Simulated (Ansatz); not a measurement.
CdSe, response to strain

Start from CdSe in the wurtzite structure (space group P6_3mc, No. 186).

```xyz
4
Lattice="4.3828 0.0000 0.0000 -2.1914 3.7956 0.0000 0.0000 0.0000 7.1544" Properties=species:S:1:pos:R:3 pbc="T T T"
Cd     0.0000     2.5304     0.0009
Cd     2.1914     1.2652     3.5781
Se     0.0000     2.5304     2.6891
Se     2.1914     1.2652     6.2663
```

Strains are applied to the cell and any free atomic positions relax.

Level of theory: Kohn–Sham DFT with the PBE functional, run in Ansatz (a program for electronic structure) with PAW and 420 eV plane waves, no spin-orbit coupling.

Notes on the quantities. pressure: mean of the normal stresses, compression positive; energy relative to the base: free energy F.

| change | volume per atom | pressure | band gap | energy relative to the base |
|---|---|---|---|---|
| base | 29.75 Å³ | 0.00 GPa | 0.54 eV | 0 meV/atom |
| isotropic strain +0.60 % | 30.29 Å³ | -0.76 GPa | 0.50 eV | +1.3 meV/atom |
| isotropic strain +1.20 % | 30.84 Å³ | -1.46 GPa | 0.47 eV | +5.1 meV/atom |
| isotropic strain +1.80 % | 31.39 Å³ | -2.10 GPa | 0.43 eV | +11 meV/atom |
| isotropic strain +2.40 % | 31.95 Å³ | -2.68 GPa | 0.39 eV | +20 meV/atom |
| isotropic strain +3.00 % | 32.51 Å³ | -3.21 GPa | 0.35 eV | +30 meV/atom |

No phonon test of stability was made.
